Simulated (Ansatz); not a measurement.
Cost and result by functional for the surface energy of the (322) surface of fcc Ir in its 1x1 cell, outermost plane spacing 0.47 Å in the ideal cut, in Ansatz (plane waves, PAW). Single points on the PBE structure, on one kind of machine; costs are rough ratios of the slab run's core time (references not counted) to the cheapest single point. r2SCAN's cost holds its higher cutoff (500 against 420 eV). Differences are taken against r2SCAN for comparison alone: no measured value is at hand, so the table doesn't rank accuracy.

Model: 23-atom slab, 10.3 Å thick at the start (thin: gaps and levels are the slab's own), 14x4x1 mesh, Fermi-Dirac 0.1 eV, dipole correction, all atoms relaxed; start symmetry kept, larger cells not searched; no spin, no spin-orbit, no U. These notes are the PBE run's.

```json
[
 {"functional": "LDA", "relative cost": "1", "surface energy (J/m²)": "3.19", "less r2SCAN (J/m²)": "0.35"},
 {"functional": "RPBE", "relative cost": "1", "surface energy (J/m²)": "2.33", "less r2SCAN (J/m²)": "-0.51"},
 {"functional": "PBEsol", "relative cost": "1", "surface energy (J/m²)": "3.03", "less r2SCAN (J/m²)": "0.18"},
 {"functional": "r2SCAN", "relative cost": "2", "surface energy (J/m²)": "2.84", "less r2SCAN (J/m²)": "0.00"},
 {"functional": "PBE (the relaxed run's value)", "relative cost": "–", "surface energy (J/m²)": "2.58", "less r2SCAN (J/m²)": "-0.26"}
]
```

The values span 0.86 J/m², while the single points' costs differ by a factor of roughly 2. Differences are of unrounded values.

Ansatz is a program for electronic structure.
